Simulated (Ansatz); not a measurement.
Take SrO in the rock salt structure (space group Fm-3m, No. 225; a = 5.1225 Å) as the base.

Computed with Ansatz (a first-principles code) PBEsol, scalar-relativistic without spin-orbit coupling.

Carriers are added at fixed cell with a uniform background; the Fermi–Dirac width is that of 300 K.

One change was made to it. Results:

```tsv
quantity	base	after
Fermi level relative to the doped band's edge (positive inside the band; to 0.05 eV)	–	+0.45 eV
gap character	indirect, Γ → X	indirect, Γ → X
gap between the host's bands	3.20 eV	3.18 eV
```

Q: Which change produced these results?
A) holes 2.0×10^21 cm⁻³
B) holes 3.0×10^21 cm⁻³
C) electrons 2.0×10^21 cm⁻³
D) holes 7.0×10^20 cm⁻³

A: C, electrons 2.0×10^21 cm⁻³. For comparison, the Fermi level from band edge in the other runs: holes 3.0×10^21 cm⁻³ gives +0.10 eV; holes 2.0×10^21 cm⁻³ gives +0.10 eV; holes 7.0×10^20 cm⁻³ gives +0.05 eV.

Carriers are added with a uniform compensating background; total energy and stress of such cells depend on the potential's zero and are not compared; many-body gap narrowing is missing at this level. Whether these cells are dynamically stable was not tested.
